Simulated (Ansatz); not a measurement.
Spacing of the highest filled and lowest empty level at the zone centre in eight small model glasses of hand-chosen composition and density, fast-quenched (anions pushed apart in CHGNet runs), each at its PBE geometry, by PBE and by r2SCAN (Ansatz, a quantum-chemistry and plane-wave program, plane waves, PAW). The cells are the first eight to finish that balance their formal charges, show no moments and no lower geometry on charging where those were tested, and have a gap at both levels; defect levels can set the spacings.

```json
[
 {"cell": "Ga24O39Lu2", "quench by": "CHGNet", "pressure (GPa)": "1.6", "levels at the gap": "localised at the filled edge", "PBE (eV)": "1.81", "experiment, tabulated (eV)": "-"},
 {"cell": "In9Ga9Zn9O39W", "quench by": "CHGNet", "pressure (GPa)": "1.9", "levels at the gap": "localised at the filled edge", "PBE (eV)": "0.97", "experiment, tabulated (eV)": "-"},
 {"cell": "Zr20O43W", "quench by": "CHGNet", "pressure (GPa)": "-1.8", "levels at the gap": "localised at both edges", "PBE (eV)": "2.84", "experiment, tabulated (eV)": "-"},
 {"cell": "Si24O51Al2", "quench by": "CHGNet", "pressure (GPa)": "0.0", "levels at the gap": "localised at the filled edge", "PBE (eV)": "4.62", "experiment, tabulated (eV)": "-"},
 {"cell": "Si24O49K2", "quench by": "CHGNet", "pressure (GPa)": "0.0", "levels at the gap": "localised at the filled edge", "PBE (eV)": "2.73", "experiment, tabulated (eV)": "-"},
 {"cell": "Al28O43Li2", "quench by": "CHGNet", "pressure (GPa)": "0.1", "levels at the gap": "localised at the filled edge", "PBE (eV)": "3.07", "experiment, tabulated (eV)": "-"},
 {"cell": "In24O37Mg", "quench by": "CHGNet", "pressure (GPa)": "1.7", "levels at the gap": "localised at the filled edge", "PBE (eV)": "0.60", "experiment, tabulated (eV)": "-"},
 {"cell": "In9Ga9Zn9O38Hf", "quench by": "CHGNet", "pressure (GPa)": "-0.5", "levels at the gap": "localised at the filled edge", "PBE (eV)": "0.70", "experiment, tabulated (eV)": "-"}
]
```

Problem. What does r2SCAN give, and how does it move these values against PBE?

Solution. Ga24O39Lu2 2.33, In9Ga9Zn9O39W 1.43, Zr20O43W 3.12, Si24O51Al2 5.32, Si24O49K2 3.34, Al28O43Li2 3.67, In24O37Mg 1.06, In9Ga9Zn9O38Hf 1.13 eV. It raises them by +0.29 to +0.70 eV, +0.51 eV on average. A straight line through the eight gives r2SCAN = 1.05 × PBE +0.39 eV, with a scatter of 0.10 eV.
